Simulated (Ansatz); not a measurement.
## YB12 under a change: strain tensor (xx, yy, zz, yz, xz, xy) = (+1.59, −0.58, −0.62, +1.18, +1.60, −0.43) %

Base system: YB₁₂ (space group Fm-3m, No. 225; a = 7.457 Å). Axes: x, y, z lie along the cube axes.

One thing is altered: strain tensor (xx, yy, zz, yz, xz, xy) = (+1.59, −0.58, −0.62, +1.18, +1.60, −0.43) %, atoms relaxed at fixed cell.

All numbers come from PBEsol/PAW in Ansatz (an electronic-structure program), no SOC. k-mesh 9×9×9 (Γ-centred); smearing 0.05 eV (Fermi–Dirac).

```tsv
quantity	base	changed	shift
volume per atom	7.98 Å³	8.00 Å³	+0.027 Å³
shortest interatomic distance	1.712 Å	1.685 Å	-0.027 Å
energy relative to the base (free energy F)	0 meV/atom	+13 meV/atom	+13 meV/atom
pressure (mean of the normal stresses, compression positive)	0.0 GPa	-0.6 GPa	-0.6 GPa
band gap	zero	zero	–
stress (xx, yy, zz, yz, xz, xy; compression positive) (rough)	–	(-5.1, 1.6, 1.8, -5.7, -7.7, 2.1) GPa	–
```

Without a gap, meshes like the base's 9×9×9 leave anisotropic stresses uncertain by several tenths of a GPa, and small strain energies with them. Stability against distortions was not tested. The final runs are not spin-polarised. An odd electron count without spin: YB12.
